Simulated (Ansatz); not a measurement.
# WC: energy against strain

WC (WC type, P-6m2, 10.416 Å³/atom at rest, c along z) under an equal strain ε in the (0001) plane with the normal axis free, as in a coherent film. r2SCAN in Ansatz, a plane-wave DFT program (PAW, default set), 500 eV, 23×23×20 Γ-centred mesh, Fermi-Dirac smearing 0.10 eV; ions are relaxed within the symmetry of each cell.

Here s stands for strain and y for E less E0.

```csv
strain (%),E less E0 (meV/atom)
-3.00,?
-1.50,13.75
-1.00,6.00
-0.50,1.45
0.00,0.00
0.50,1.52
1.00,5.91
1.50,13.05
```

Question: Fit y against s with a parabola, and predict the withheld value at s = -3.00.

Answer: Least squares gives y = -0.002 - 0.1579·s + 5.9567·s². Residuals (row less fit): 0.113, -0.113, -0.116, 0.002, 0.112, 0.113, -0.114; standard error 0.139 (degrees of freedom: 4). Twice the quadratic coefficient over the volume, 2 × 5.9567 meV × 10⁴ × 0.1602 / 10.416 Å³, is twice the biaxial elastic modulus of this plane = 1833 ± 19 GPa. At the withheld row, y = -0.002 - 0.1579 × (-3.0) + 5.9567 × (-3.0)² = 54.082 meV/atom. The calculation gives 57.40 meV/atom, 3.318 meV/atom above the prediction (5.8 % of the range of y in the table). The row lies outside the fitted rows, so this is an extrapolation. From the scatter of the fitted rows alone, a prediction at this place has a standard error of 0.531 meV/atom, so the miss is 6.2 times that.

One order more, fitted to all 13 runs of the series, follows each within 0.02, so the miss is the next term of a smooth law. In a metal these values are sensitive to mesh and smearing; energies are taken to zero smearing, stresses follow the free energy. Rows are the converged runs of the series near zero and its far end; series whose fitted rows scatter by over a few per cent of the range, as at a crossing or softening among them, aren't shown in this form. Most that stay on the fit to the last digits aren't either.
